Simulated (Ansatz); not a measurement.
**By hand: formation energy of N_i in Cu (fcc, Fm-3m)**

Subject: the formation energy of N_i in Cu (fcc, Fm-3m). Reaction: 64 Cu (fcc) + 1/2 N2 (gas) → cell A.

A: a supercell of 64 sites of Cu (fcc, Fm-3m) with N off the lattice sites (6 Cu at 1.93 Å); spin state with PBE: run without spin.

Method: Ansatz (a quantum-chemistry and plane-wave program), PAW, neutral cells at 0 K with nuclei at rest, on structures from PBE. Ansatz runs with its default PAW set. Other levels take these structures. The lattices are those relaxed with PBE, so at other levels the solids can be strained, which adds to the spread. Larger cells are relaxed from a start prepared with the learned potential CHGNet, on a coarser mesh till forces fall under 0.03 eV/Å, which some starts already meet. A dispersion term (D3(BJ), or D4 for r2SCAN) was computed beside these levels and is taken off wherever the name lacks it. The PAW files were made for PBE and serve at the other functionals too. Space groups of crystals are read within 0.01 Å. The d electrons get no Hubbard U. Mesh and cell size may move defect energies by 0.1 eV or more. Cell A has symmetry Fm-3m within 0.02 Å and got no random move, so less symmetric positions, which may lie lower, weren't tried.

Total energies of the cells in eV, at zero smearing width. They compare only within one column; the weights balance every element.

```
cell       atoms  weight            PBE      r2SCAN+D4
---------  -----  ------  -------------  -------------
A: Cu:N_i     65      +1  -424393.06079  -424794.19633
Cu (fcc)      64      −1  -424011.20562  -424410.84121
N2 (gas)       2    −1/2     -768.02626     -769.62015
```

PBE: (-424393.06079) − (-424011.20562) − 1/2 × (-768.02626) = 2.158 eV.

r2SCAN+D4: (-424794.19633) − (-424410.84121) − 1/2 × (-769.62015) = 1.455 eV.
